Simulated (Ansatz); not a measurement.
# WS2: element substitutions

Take WS2 in the 2H-MoS2 type structure (space group P6_3/mmc, No. 194; a = 3.1148 Å, c = 11.7731 Å; layered, stacked along the Cartesian z axis) as the base.

Each row replaces one element on all its sites; cell and atoms are relaxed.

Levels (all Ansatz, a quantum-chemistry and plane-wave program, PAW): PBEsol-D3(BJ) (420 eV, no spin-orbit coupling); r2SCAN (500 eV, spin-orbit coupling left out).

Band gaps by level, all at the geometries relaxed with PBEsol-D3(BJ):

```tsv
case	PBEsol-D3(BJ)	r2SCAN
base	0.65 eV	0.81 eV
S → Cl	zero	zero
W → Re	zero	zero
W → Mo	0.52 eV	?
```

### Question
What belongs in the blanks?

### Answer

- W → Mo, r2SCAN: 0.68 eV

Single points use the geometry relaxed with PBEsol-D3(BJ). Spin-orbit coupling, missing from the scalar runs, can matter with W. Whether these cells are dynamically stable was not tested. As relaxed here, WCl2 and ReS2 are hypothetical phases, not in the database extracts checked. No Hubbard U is applied, and correlation can decide whether such a compound is a metal. All final runs are without spin polarisation. WCl2 and ReS2 have a high density of states at the Fermi level and may be magnetic at this level.
